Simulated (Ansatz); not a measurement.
**How the enthalpy of formation of corundum Ga₂O₃ (metastable phase) moves with the method**

No measured value is used here.

| level (code) | value (eV/atom) |
|---|---|
| LDA (Ansatz) | -2.185 |
| PBE (Ansatz) | ___ |
| PBE-D3(BJ) (Ansatz) | ___ |
| PBE-D4 (Ansatz) | -1.928 |
| rVV10 (Ansatz) | -1.944 |
| r²SCAN (Ansatz) | -2.069 |
| PBE0 (Ansatz) | -1.947 |

### Question
Some entries are withheld; supply them.

### Answer

- PBE (Ansatz, a program for electronic structure), value (eV/atom): -1.792
- PBE-D3(BJ) (Ansatz), value (eV/atom): -1.882

PBE0: hybrids on metals are sensitive to the k mesh and can open a false gap. Values are at the level's own equilibrium cell; PBE0 at the r²SCAN cell. Ansatz's density-functional and Hartree–Fock values are scalar-relativistic unless marked +SOC, with PAW data made under PBE.
